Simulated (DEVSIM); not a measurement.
Structure: Schottky contact on n-type GaN, at 300 K.

Layer 1 from the left is GaN, thickness (μm) 0.940, Nd (cm⁻³) 2.4e16, τn (s) 3.5e-10, τp (s) 3.5e-10.

Left contact: Schottky, work function 5.33 eV, emission velocity 9e6 cm/s. Right contact: ohmic. Voltage is applied to the left contact. Recombination: SRH at mid-gap, radiative, Auger. Mobility is μmin + (μ − μmin)/(1 + (N/Nref)^α).

This is a model device: material constants are rounded textbook-type values typed into the input, and sizes, dopings and lifetimes were drawn at random. Values at 300 K.

GaN: gap (eV) 3.43, affinity (eV) 4.1, permittivity 9.5, Nc (cm⁻³) 2.3e18, Nv (cm⁻³) 4.6e19, μn (cm²/Vs) 1200, μp (cm²/Vs) 100, μn,min 55, μp,min 3, Nref,n 2e17, Nref,p 3e17, αn 1, αp 2, B (cm³/s) 1e-11, Cn (cm⁶/s) 1e-30, Cp (cm⁶/s) 1e-30.

DEVSIM, 1D drift-diffusion, Boltzmann statistics, complete ionisation; no tunnelling, impact ionisation, image-force lowering or self-heating. Metal contacts follow the ideal Schottky-Mott rule: no Fermi-level pinning, no interface dipoles.

Dark forward current:

| |V| (V) | |J| (A/cm²) |
|---|---|
| 0.10 | 3.099e-13 |
| 0.15 | 2.178e-12 |
| 0.20 | 1.507e-11 |
| 0.25 | 1.040e-10 |
| 0.30 | 7.176e-10 |
| 0.35 | 4.948e-9 |
| 0.40 | 3.411e-8 |
| 0.45 | 2.351e-7 |
| 0.50 | 1.619e-6 |
| 0.55 | 1.114e-5 |
| 0.60 | 7.664e-5 |
| 0.65 | 0.0005266 |
| 0.70 | 0.003614 |
| 0.75 | 0.02475 |
| 0.80 | 0.1690 |
| 0.85 | 1.149 |
| 0.90 | 7.716 |
| 0.95 | 49.64 |
| 1.00 | 269.0 |
| 1.05 | 961.2 |
| 1.10 | 2188 |

### Question
Work out the local ideality factor n = ΔV / (kT/q · ln(J2/J1)) between the rows 0.15 and 0.20 V, 1.05 and 1.10 V.

### Answer
kT/q = 25.85 mV. From 0.15 to 0.20 V: ln(1.507e-11/2.178e-12) = 1.934, n = 1.00, near the 1 of diffusion or emission over a barrier. From 1.05 to 1.10 V: ln(2188/961.2) = 0.823, n = 2.35; the layers' resistance at their doping, Σ W/(qμN) = 2.3e-5 Ω cm², would take 28 mV of this step of 50 mV.

### Question
Estimate the current at 0.55 V for emission alone, J0 = q v N_band exp(−φB/kT), and read the barrier back from the simulated current.

### Answer
φB = 1.230 eV, N_band = 2.30e18 cm⁻³, J0 = 7.18e-15 A/cm²; J = J0 (exp(qV/kT) − 1) = 1.25e-5 A/cm². The simulation gives 1.11e-5 A/cm²; the estimate lies 12 % above. Read backwards, the simulated current gives an apparent barrier of 1.233 eV. The estimate leaves out transport through the depletion region and minority injection.
